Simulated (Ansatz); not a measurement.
Amorphous cells of 8 compositions: the gap between the highest filled and lowest empty level at the zone centre, by PBE and by a single point of r2SCAN on the same geometry (PBE, scalar-relativistic without spin-orbit coupling (plane waves to 420 eV, PAW; Ansatz, an electronic-structure program); r2SCAN at 500 eV). The networks come from melt-quench runs on the CHGNet potential at compositions and starting densities chosen by hand, with anions pushed apart in the CHGNet dynamics, and DFT then relaxed them. The cells are small and were quenched far faster than real films, so single cells scatter. Defect or tail levels can set these gaps. The rows are the first to finish with both values and no moments.

```csv
cell,PBE gap x (eV),r2SCAN gap y (eV)
"A (Ti20O37N2, 3.64 g/cm3)",2.19,2.47
"B (Ti20O39Cl2, 3.54 g/cm3)",2.25,withheld
"C (Ti20O39F2, 3.44 g/cm3)",2.36,2.69
"D (Ti20O43Al2, 3.56 g/cm3)",2.58,2.91
"E (Ta16O43W, 7.35 g/cm3)",2.86,3.16
"F (Ta16O42Si, 7.13 g/cm3)",3.08,3.47
"G (Ta16O43Al2, 6.86 g/cm3)",3.24,3.63
"H (Ta16O42Zr, 6.72 g/cm3)",3.29,3.67
```

Problem. Fit a straight line through the 7 full rows and predict the withheld value for B (Ti20O39Cl2, 3.54 g/cm3).

Solution. Means: x = 2.800, y = 3.143. Slope = Σ(Δx Δy) / Σ(Δx²) = 1.226 / 1.13 = 1.09; the r.m.s. residual is 0.023. Prediction: 3.143 + 1.09 × (2.25 − 2.800) = 2.55. The run gave 2.59, 0.04 above the line.
